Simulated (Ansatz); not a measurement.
The starting structures come from a database of crystals and need not be the phases stable at ambient conditions.

Consider the following.

```yaml
crystal:
  lattice:
    - [6.09372, 0.00000, 0.00000]
    - [0.00000, 6.09813, 0.00000]
    - [2.40357, 0.00000, 5.70864]
  atoms:
    - { symbol: As, position: [0.84558, 0.12600, 0.87412] }
    - { symbol: As, position: [0.15442, 0.87400, 0.12588] }
    - { symbol: As, position: [0.15442, 0.62600, 0.62588] }
    - { symbol: As, position: [0.84558, 0.37400, 0.37412] }
    - { symbol: As, position: [0.66173, 0.62886, 0.18388] }
    - { symbol: As, position: [0.33827, 0.37114, 0.81612] }
    - { symbol: As, position: [0.33827, 0.12886, 0.31612] }
    - { symbol: As, position: [0.66173, 0.87114, 0.68388] }
    - { symbol: Ir, position: [0.72779, 0.50045, 0.79152] }
    - { symbol: Ir, position: [0.27221, 0.49955, 0.20848] }
    - { symbol: Ir, position: [0.27221, 0.00045, 0.70848] }
    - { symbol: Ir, position: [0.72779, 0.99955, 0.29152] }
```

Space group of this cell: P2_1/c. The cell is taken as given; by PBEsol its mean pressure is -2.4 GPa.

Transport runs along the normal of the first two printed cell vectors.

The gap is the functional's own. No spin-orbit coupling. Mid-gap values are interpolated on the energy grid.

Question: Predict the band gap and the smallest decay constant κ at mid-gap from PBEsol run with Ansatz (a program for electronic structure).

Answer: Gap 0.78 eV on a 6×6×6 mesh; κ = 0.122 1/Å, at (0.333, 0.500) of the in-plane reciprocal vectors. At the zone centre, at the nearest computed energy, the slowest state has κ = 0.16 1/Å.
